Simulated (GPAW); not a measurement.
A self-consistent single point of WC (Fm-3m, 2 atoms in the cell) with GPAW.

Method: LDA (Perdew-Wang 92), real-space grid, GPAW PAW datasets LDA (gpaw-data 1.0.1) (GPAW).

```
CELL_PARAMETERS angstrom
      0.00000     2.19268     2.19268
      2.19268     0.00000     2.19268
      2.19268     2.19268     0.00000
ATOMIC_POSITIONS crystal
  W  0.00000 0.00000 0.00000
  C  0.50000 0.50000 0.50000
```

Reference input (self-consistent single point, DFT LDA (Perdew-Wang 92), real-space grid, GPAW PAW datasets LDA (gpaw-data 1.0.1)): mode = fd; h = 0.18 Å; xc = LDA; kpts = 10 10 10; mesh shift (steps) = 0 0 0; occupations.name = fermi-dirac; occupations.width = 0.1 eV; nbands = -6; convergence.forces = 0.001 eV/Å; symmetry.symmorphic = false; symmetry.tolerance = 0.0005; maxiter = 120. This run's input differs from it in these lines:

```diff
@@ -14,3 +14,3 @@
             xc='LDA',
-            kpts={'size': (10, 10, 10), 'gamma': True},
+            kpts=(7, 7, 7),
             occupations={'name': 'fermi-dirac', 'width': 0.1},
```

Log, with long lists cut:

```
     iter     time        total  log10-change:
                         energy   eigst   dens  force
iter:   1 --:--:--   -24.344528
iter:   2 --:--:--   -23.842972   -0.46  -0.96
iter:   3 --:--:--   -22.576380   -0.62  -1.03
iter:   4 --:--:--   -22.573184   -1.62  -1.53
iter:   5 --:--:--   -22.591382   -1.83  -1.61
iter:   6 --:--:--   -22.583509   -2.40  -2.10
iter:   7 --:--:--   -22.585108c  -3.26  -2.55
iter:   8 --:--:--   -22.581253c  -2.89  -2.43
iter:   9 --:--:--   -22.581247c  -3.85  -3.27
iter:  10 --:--:--   -22.581299c  -4.61  -3.38
iter:  11 --:--:--   -22.581622c  -3.79  -3.48
iter:  12 --:--:--   -22.581343c  -3.54  -2.87
iter:  13 --:--:--   -22.581301c  -5.09  -3.24
iter:  14 --:--:--   -22.581305c  -5.58  -3.80
iter:  15 --:--:--   -22.581304c  -6.91  -4.35c
iter:  16 --:--:--   -22.581305c  -7.02  -4.33c
iter:  17 --:--:--   -22.581309c  -6.65  -4.56c
iter:  18 --:--:--   -22.581308c  -8.07c -5.14c
iter:  19 --:--:--   -22.581308c  -8.84c -5.52c -28.46c
Converged after 19 iterations.

Dipole moment: (-1.094457, -1.094457, -1.094457) |e|*Ang

Energy contributions relative to reference atoms: (reference = -439534.908752)

Kinetic:         +8.539017
Potential:      -10.084825
External:        +0.000000
XC:             -21.079848
Entropy (-ST):   -0.030349
Local:           +0.059522
SIC:             +0.000000
--------------------------
Free energy:    -22.596483
Extrapolated:   -22.581308

Showing only first 2 kpts
 Kpt  Band  Eigenvalues  Occupancy
  0     7     12.29993    2.00000
  0     8     14.02435    1.99956
  0     9     14.02435    1.99956
  0    10     14.02832    1.99954

  1     7     11.75404    2.00000
  1     8     11.75501    2.00000
  1     9     14.36639    1.98659
  1    10     15.49160    0.00384

Fermi level: 14.86618

No gap
No difference between direct/indirect transitions
Energy (eV): -22.581308

Forces in eV/Ang:
  0 W    -0.00000    0.00000    0.00000
  1 C    -0.00000   -0.00000   -0.00000
```

The run converged in 19 iterations. Against the reference run the free energy falls by 4.9 meV/atom.

The starting cell comes from a database of computed structures (which also holds hypothetical and non-ambient phases and stackings), without a prior relaxation at this level. Spin polarisation is off.

Cost on one core of a shared machine: roughly 30 s.
